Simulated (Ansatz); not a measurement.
WTe₂ (P6₃/mmc, No. 194, 6 atoms in the cell; start mp-1019322; a measured phase of this formula has another space group)

All values below come from PBEsol in Ansatz (plane waves, PAW).

Run with plane-wave cutoff 520 eV, 12×12×4 k mesh (along the axes of the cell as run), Fermi–Dirac smearing 0.01 eV, no spin polarisation, scalar-relativistic PAW data made under PBE.

Cell (relaxed at this level):

```cif
data_Te4W2
_chemical_formula_sum 'Te4 W2'
_space_group_name_H-M_alt 'P63/mmc'
_space_group_IT_number 194
_space_group_name_Hall '-P 6c 2c'
_cell_length_a 3.49656
_cell_length_b 3.49656
_cell_length_c 14.06003
_cell_angle_alpha 90.000
_cell_angle_beta 90.000
_cell_angle_gamma 120.000
loop_
_atom_site_label
_atom_site_type_symbol
_atom_site_symmetry_multiplicity
_atom_site_Wyckoff_symbol
_atom_site_fract_x
_atom_site_fract_y
_atom_site_fract_z
_atom_site_occupancy
Te1 Te 4 f 0.66667 0.33333 0.12102 1
W1 W 2 c 0.33333 0.66667 0.25000 1
```

```json
{
  "band_gap": "0.76 eV",
  "smallest_direct_gap_on_the_k_points_sampled": "1.08 eV",
  "direct gap at Γ": "3.12 eV"
}
```

Note: the cell has widely spaced layers and the level no dispersion term, so their spacing and the moduli can rest on weak binding.

Spin–orbit coupling is not included; with these elements it can move the gap by several tenths of an eV or more.

Static lattice: no zero-point or thermal effects.

Cost on a shared machine: roughly 21 core-seconds.

A start named mp-… is a Materials Project structure, which need not be a measured phase.

Ansatz is an electronic-structure program.
